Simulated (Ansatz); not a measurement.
Levels about the gap of amorphous In9Ga9Zn9O38Sn (66 atoms in a cell of 836 Å³, 5.91 g/cm³; zone centre alone, so wide bands show as single levels with stretches between that a denser mesh fills), at the geometry that PBE relaxed, where it gives 3.1 GPa on a denser mesh. The participation number counts the atoms over which a state spreads; weights are charges in smoothed Voronoi cells. The levels come from a single point, so bond lengths are those of that geometry. Method of the levels: r2SCAN, scalar-relativistic without spin-orbit coupling (Ansatz, a first-principles code). Sampling: the zone centre alone; Fermi-Dirac width 0.02 eV; no spin polarisation. At PBE the levels at the filled edge of the gap are localised (band-tail or defect states).

It comes from a melt-quench run on a machine-learned potential (CHGNet), relaxed afterwards by DFT. O atoms were pushed apart under 1.9 Å during the dynamics, to hinder bonds among them. The hot cell started wider than the set density and was brought back towards it in steps. It is the lowest in DFT energy of 2 quenches. It is a model cell: composition and starting density were chosen by hand, and all elements were melted together. No dispersion term was used. Its density started from a set value of 5.91 and ended at 5.91 g/cm³. Cooling (nominally 260 K/ps over its main leg) ran many orders faster than in experiment, which tends to leave more defects and strain. Values belong to this one cell and scatter from quench to quench. The volume was held where the preparation left it and the shape relaxed, at a PBE pressure of 3.1 GPa. Stress components on the final sampling reach 3.2 GPa.

```json
[
 {"E - E(highest filled), eV": "-0.40", "filling": "filled", "participation number": "19.9", "largest on": "O, 3 neighbours", "weight O": "0.86", "weight In": "0.02", "weight Zn": "0.10", "weight Ga": "0.02"},
 {"E - E(highest filled), eV": "-0.36", "filling": "filled", "participation number": "21.5", "largest on": "O, 3 neighbours", "weight O": "0.82", "weight In": "0.01", "weight Zn": "0.14", "weight Ga": "0.02"},
 {"E - E(highest filled), eV": "-0.35", "filling": "filled", "participation number": "15.9", "largest on": "O, 3 neighbours", "weight O": "0.87", "weight In": "0.02", "weight Zn": "0.09", "weight Ga": "0.01"},
 {"E - E(highest filled), eV": "-0.33", "filling": "filled", "participation number": "20.4", "largest on": "O, 3 neighbours", "weight O": "0.84", "weight In": "0.01", "weight Zn": "0.13", "weight Ga": "0.02"},
 {"E - E(highest filled), eV": "-0.20", "filling": "filled", "participation number": "13.2", "largest on": "O, 3 neighbours", "weight O": "0.81", "weight In": "0.02", "weight Zn": "0.16", "weight Ga": "0.01"},
 {"E - E(highest filled), eV": "-0.16", "filling": "filled", "participation number": "12.7", "largest on": "O, 3 neighbours", "weight O": "0.83", "weight In": "0.02", "weight Zn": "0.14", "weight Ga": "0.01"},
 {"E - E(highest filled), eV": "0.00", "filling": "filled", "participation number": "8.9", "largest on": "O, 4 neighbours", "weight O": "0.77", "weight In": "0.02", "weight Zn": "0.19", "weight Ga": "0.01"},
 {"E - E(highest filled), eV": "1.15", "filling": "empty", "participation number": "57.1", "largest on": "In, 5 neighbours", "weight O": "0.49", "weight In": "0.24", "weight Zn": "0.13", "weight Ga": "0.12"},
 {"E - E(highest filled), eV": "3.55", "filling": "empty", "participation number": "15.8", "largest on": "In, 5 neighbours", "weight O": "0.54", "weight In": "0.36", "weight Zn": "0.05", "weight Ga": "0.04"},
 {"E - E(highest filled), eV": "3.86", "filling": "empty", "participation number": "25.0", "largest on": "In, 5 neighbours", "weight O": "0.57", "weight In": "0.25", "weight Zn": "0.06", "weight Ga": "0.06"},
 {"E - E(highest filled), eV": "4.28", "filling": "empty", "participation number": "36.9", "largest on": "In, 5 neighbours", "weight O": "0.58", "weight In": "0.21", "weight Zn": "0.05", "weight Ga": "0.14"},
 {"E - E(highest filled), eV": "4.34", "filling": "empty", "participation number": "30.0", "largest on": "In, 5 neighbours", "weight O": "0.56", "weight In": "0.32", "weight Zn": "0.06", "weight Ga": "0.05"},
 {"E - E(highest filled), eV": "4.49", "filling": "empty", "participation number": "42.9", "largest on": "In, 6 neighbours", "weight O": "0.55", "weight In": "0.25", "weight Zn": "0.10", "weight Ga": "0.09"},
 {"E - E(highest filled), eV": "4.63", "filling": "empty", "participation number": "27.5", "largest on": "In, 5 neighbours", "weight O": "0.54", "weight In": "0.28", "weight Zn": "0.08", "weight Ga": "0.08"}
]
```

Most localised among these is the filled level at +0.00 eV, on a O atom, which has 4 neighbours (In 2.05 Å, Zn 2.10 Å, In 2.16 Å, Zn 2.16 Å).
